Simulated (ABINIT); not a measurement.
Worked example: self-consistent single point of Cd (P6_3/mmc, 4 atoms in the cell) in ABINIT.

Method: LDA (PW92), PAW (JTH v2.0 LDA PAW) (plane waves; ABINIT).

```
CELL_PARAMETERS angstrom
      3.18870     0.00000     0.00000
     -1.59435     2.76150     0.00000
      0.00000     0.00000    10.25967
ATOMIC_POSITIONS crystal
  Cd 0.00000 0.00000 0.00000
  Cd 0.00000 0.00000 0.50000
  Cd 0.33333 0.66667 0.25000
  Cd 0.66667 0.33333 0.75000
```

Reference input (self-consistent single point, DFT, PBE, plane waves, PAW (JTH v2.0 PBE PAW)): pseudos = [Cd.GGA_PBE-JTH.xml]; ecut = 20 Ha; pawecutdg = 40 Ha; pawxcdev = 0; ixc = 11; occopt = 7; tsmear = 0.1 eV; ngkpt = 8 8 3; nshiftk = 1; shiftk = 0 0 0; potentials = JTH v2.0 PBE PAW; nband = 31. This run's input differs from it in these lines:

```diff
@@ -1,4 +1,4 @@
-# Cd, JTH v2.0 PBE PAW
+# Cd, JTH v2.0 LDA PAW
 pp_dirpath "./"
-pseudos "Cd.GGA_PBE-JTH.xml"
+pseudos "Cd.LDA_PW-JTH.xml"
 acell 3.1887036137 3.1887036137 10.2596750000 Angstrom
@@ -21,3 +21,3 @@
 pawxcdev 0
-ixc 11
+ixc 7
 occopt 7
```

Its files differ too (potentials: JTH v2.0 PBE PAW → JTH v2.0 LDA PAW).

Log, with long lists cut:

```
--- !BeginCycle
solver: {iscf: 17, nstep: 100, nline: 4, wfoptalg: 10, }
tolerances: {toldfe: 1.00E-09, }
...

     iter   Etot(hartree)      deltaE(h)  residm     nres2
 ETOT  1  -190.44621870282    -1.904E+02 2.881E-01 5.013E+00
 ETOT  2  -190.71010973544    -2.639E-01 3.639E-02 1.093E+00
 ETOT  3  -190.70907642566     1.033E-03 2.738E-02 2.639E-01
 ETOT  4  -190.71080144502    -1.725E-03 1.459E-02 1.121E-01
 ETOT  5  -190.71153193131    -7.305E-04 1.877E-02 1.249E-03
   [... 13 lines left out ...]
 ETOT 19  -190.71177768702    -2.088E-09 1.789E-03 9.165E-11
 ETOT 20  -190.71177768806    -1.041E-09 1.811E-03 2.519E-10
 ETOT 21  -190.71177768859    -5.231E-10 1.368E-03 7.452E-11
 ETOT 22  -190.71177768885    -2.688E-10 1.335E-03 1.383E-10
 At SCF step   22, etot is converged :
  for the second time, diff in etot=  2.688E-10 < toldfe=  1.000E-09

 Cartesian components of stress tensor (hartree/bohr^3)
  sigma(1 1)=  2.19045113E-04  sigma(3 2)=  0.00000000E+00
  sigma(2 2)=  2.19045114E-04  sigma(3 1)=  0.00000000E+00
  sigma(3 3)=  2.32352021E-04  sigma(2 1)=  8.65456787E-13

 ----iterations are completed or convergence reached----

 reduced coordinates (array xred) for    4 atoms
       0.000000000000      0.000000000000      0.000000000000
       0.000000000000      0.000000000000      0.500000000000
       0.333333333333      0.666666666667      0.250000000000
       0.666666666667      0.333333333333      0.750000000000
 cartesian forces (eV/Angstrom) at end:
    1      0.00000000000000     0.00000000000000    -0.00000000000000
   [... lines left out ...]
 Fermi (or HOMO) energy (hartree) =   0.24745   Average Vxc (hartree)=  -0.38293
 Fermi (or HOMO) energy (eV) =   6.73344   Average Vxc (eV)= -10.42014
   [... lines left out ...]
'-kT*entropy'       : -3.53803757830549E-04
total_energy        : -1.90711772816782E+02
total_energy_eV     : -5.18953125673856E+03
...

-Cartesian components of stress tensor (GPa)         [Pressure= -6.5750E+00 GPa]
- sigma(1 1)=  6.44452864E+00  sigma(3 2)=  0.00000000E+00
- sigma(2 2)=  6.44452867E+00  sigma(3 1)=  0.00000000E+00
- sigma(3 3)=  6.83603131E+00  sigma(2 1)=  2.54626135E-08

 Calculation completed.
```

The run converged in 22 iterations. Against the reference run the pressure goes from -0.17 to -6.58 GPa.

The starting cell was generated: these elements placed on a structure prototype, without a prior relaxation; it need not be a known phase or ordering of this composition. Its lattice was rescaled by a random factor within 2.5 % of one. With a pressure of about -7 GPa the cell is away from its equilibrium volume at this level.

Cost on one core of a shared machine: roughly 3 min.
